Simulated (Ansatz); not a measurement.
Take HgS in the zinc blende structure (space group F-43m, No. 216; a = 5.8759 Å) as the base. Axes: x, y, z lie along the cube axes.

Calculations: PBEsol in Ansatz (plane waves to 420 eV, PAW, scalar-relativistic without spin-orbit coupling).

Strains are applied to the cell and any free atomic positions relax; under biaxial strain the out-of-plane vector relaxes too.

One change was made to it. Results:

| quantity | base | after |
|---|---|---|
| energy relative to the base (free energy F) | 0 meV/atom | +3.6 meV/atom |
| volume per atom | 25.36 Å³ | 25.74 Å³ |
| band gap | zero | zero |
| pressure (mean of the normal stresses, compression positive) | 0.0 GPa | -0.9 GPa |

Question: Which change produced these results?
A. biaxial strain +2.34 %, plane normal [001], relaxed out of plane
B. isotropic strain −4.20 %
C. biaxial strain +1.63 %, plane normal [110], relaxed out of plane

Answer: C, biaxial strain +1.63 %, plane normal [110], relaxed out of plane. For comparison, the volume per atom in the other runs: isotropic strain −4.20 % gives 22.30 Å³; biaxial strain +2.34 %, plane normal [001], relaxed out of plane gives 25.58 Å³.

A biaxial case was relaxed in a doubled cell and then solved in the primitive one. A case with no gap was solved on a k-mesh chosen for an insulator, which is coarse for it. With Hg present, leaving out spin-orbit coupling can change the band edges. Whether these cells are dynamically stable was not tested. The final runs are not spin-polarised. Gaps under 0.05 eV, about the width of the smearing, are given as zero. A zero or small gap of HgS can be the functional's error rather than a property of the material.

Ansatz is a first-principles code.
